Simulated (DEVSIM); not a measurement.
System: Ru/HfO2/p-Si capacitor, at 450 K.

Layer 1 from the left is HfO2, thickness (nm) 7.00. Layer 2 from the left is Si, thickness (nm) 14000, Na (cm⁻³) 1.6e15.

Metal gate on the left, work function 4.7 eV. Fixed charge at the semiconductor interface 0 cm⁻² (in units of +e); no interface traps.

Constants are typed, rounded textbook-type inputs, not results; the design itself was drawn at random and stands for no fabricated device. Values at 300 K; Nc and Nv go as T^1.5, mobilities as T to minus their exponent, the gap by Varshni's rule with the affinity fixed.

HfO2: gap (eV) 5.7, affinity (eV) 2.5, permittivity 22. Si: gap (eV) 1.124, affinity (eV) 4.05, permittivity 11.7, Nc (cm⁻³) 2.86e19, Nv (cm⁻³) 3.1e19, Varshni α (eV/K) 0.000473, Varshni β (K) 636.

Model (solved in DEVSIM): 1D Poisson equation in equilibrium, Boltzmann statistics, complete ionisation; no quantum confinement or tunnelling. Metal contacts follow the ideal Schottky-Mott rule: no Fermi-level pinning, no interface dipoles.

Question: What does the simulation give for the minimum of the low-frequency capacitance, the threshold voltage (band bending 2φF)?

Answer: minimum of the low-frequency capacitance 0.0330 μF/cm²; threshold voltage (band bending 2φF) 0.25 V.
